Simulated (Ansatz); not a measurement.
Surface: Ge(100) surface of dimers buckled in the p(2x2) pattern, one row of 4 dimers, 4 layers, bottom layer H-capped and fixed; cell 8.1 x 16.1 Å; about 5 Å thick over the host's atoms, 24 atoms held; the lower dihydride is canted and the layers over it are shifted sideways by a few tenths of an Å, alike in all states. Method: PBE-D3(BJ) (plane waves to 420 eV, PAW; Ansatz, a program for electronic structure). k mesh 2 x 1 x 1. The slab states were run without spin polarisation. A thicker slab, a larger cell or a denser mesh can move such energies by a tenth of an eV or more. All energies are electronic energies at 0 K, without vibrations.

End point of the saddle search for this step: CH4 dissociates at its C-H bond, C on Ge and H on Ge (intradimer). Atoms near the reaction:

```csv
atom,x (Å),y (Å),z (Å)
Ge(5),0.760,7.147,5.297
Ge(7),4.613,6.872,5.216
Ge(24),1.299,9.069,6.884
Ge(26),4.001,9.069,6.173
Ge(28),0.760,10.990,5.296
Ge(30),4.613,11.267,5.218
C(a0),4.534,9.057,8.335
H(a1),3.138,9.068,7.651
H(a2),4.293,8.130,8.866
H(a3),4.252,9.946,8.910
H(a4),5.614,9.090,8.137
```

Q: Which atoms move along the unstable mode, and how sharp is the barrier?

A: 
| atom | x | y | z (unit mode) |
|---|---|---|---|
| H(a1) | -0.71 | 0.00 | -0.34 |
| Ge(26) | 0.23 | 0.00 | 0.32 |
| H(a4) | 0.25 | 0.00 | 0.18 |
| C(a0) | 0.26 | 0.00 | -0.09 |
The curvature along the mode is -9.2 eV/Å^2 (its overall sign is arbitrary for the vector); the point lies 1.49 eV over the start.
